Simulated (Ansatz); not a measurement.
# ZnSe, response to strain

Base system: ZnSe in the zinc blende structure (space group F-43m, No. 216; a = 5.5675 Å).

Strains are applied to the cell and any free atomic positions relax.

Method: LDA/PAW in Ansatz (a program for electronic structure), no spin-orbit coupling.

Notes on the quantities. energy relative to the base: free energy F.

```
change                    shortest interatomic distance  band gap  energy relative to the base
------------------------  -----------------------------  --------  ---------------------------
base                                            2.411 Å   1.25 eV                   0 meV/atom
isotropic strain −3.00 %                        2.338 Å   1.64 eV                 +44 meV/atom
isotropic strain −2.50 %                        2.351 Å   1.58 eV                 +30 meV/atom
isotropic strain −1.50 %                        2.375 Å   1.44 eV                 +10 meV/atom
isotropic strain −1.00 %                        2.387 Å   1.38 eV                +4.5 meV/atom
isotropic strain −0.50 %                        2.399 Å         ?                +1.1 meV/atom
isotropic strain +0.50 %                        2.423 Å   1.19 eV                +1.1 meV/atom
isotropic strain +1.50 %                        2.447 Å   1.07 eV                +9.3 meV/atom
isotropic strain +2.00 %                        2.459 Å   1.01 eV                 +16 meV/atom
isotropic strain +3.00 %                        2.483 Å   0.89 eV                            ?
```

Problem. What belongs in the blanks?

Solution. 
- isotropic strain −0.50 %, band gap: 1.31 eV
- isotropic strain +3.00 %, energy relative to the base: +35 meV/atom

Gaps are read on the SCF mesh and a high-symmetry path. No phonon test of stability was made.
